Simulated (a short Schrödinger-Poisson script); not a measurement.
Structure: MOS inversion layer, SiO2 on p-type Si(100), at 300 K.

```csv
layer,material,thickness (nm),Na (cm⁻³)
1,SiO2,0.9,-
2,Si,720,3.6e17
```

The device is made up for the run: typed textbook-type constants, with dimensions and the other settings drawn at random. SiO2: permittivity 3.9, conduction-band edge (eV) 3.15, gap (eV) 9, electron mass (mₑ) 0.5. Si: permittivity 11.7, conduction-band edge (eV) 0, gap (eV) 1.124, Nv at 300 K (cm⁻³) 3.1e19.

Channel valleys (confinement mass, in-plane density-of-states mass, number): Δ2 0.916, 0.19, 2; Δ4 0.19, 0.417, 4. At the gate the conduction-band edge of layer 1 lies 3.74 eV − eVg above the Fermi level of the channel; the field vanishes at the back. Gaps are held at their typed values at every temperature. Mesh 0.03 nm at interfaces.

From a short Schrödinger-Poisson script (our own, NumPy): 1D Poisson equation in equilibrium, electrons quantum, Hartree (BenDaniel-Duke, 12 states a valley, the channel's in-plane mass for all, wave functions ending at the dielectric), parabolic valleys, classical holes, full ionisation, no traps, pinning or gate leakage.

The same stack at other levels of the model or other numerical settings:

| run | sheet density of all electrons at Vg = 1.4 V (cm⁻²) | sheet density of all electrons at Vg = 0.8 V (cm⁻²) | capacitance at Vg = 1.4 V (μF/cm²) | centroid of the channel electrons at Vg = 1.4 V (nm) | rough cost against the base |
|---|---|---|---|---|---|
| base | 1.03e13 | 1.22e12 | 2.67 | 1.46 | about 1 |
| electrons treated as classical, Boltzmann | 1.50e13 | 2.50e12 | 3.55 | 0.35 | 0.04 |
| electrons treated as classical, Fermi-Dirac | 1.37e13 | 2.37e12 | 3.17 | 0.57 | 0.2 |
| mesh six times as coarse | 1.03e13 | 1.23e12 | 2.67 | 1.45 | 0.2 |
| one subband a valley | 1.03e13 | 1.20e12 | 2.67 | 1.42 | 0.5 |

The classical rows ignore confinement, and Boltzmann statistics overrate the density once the band edge passes the Fermi level.
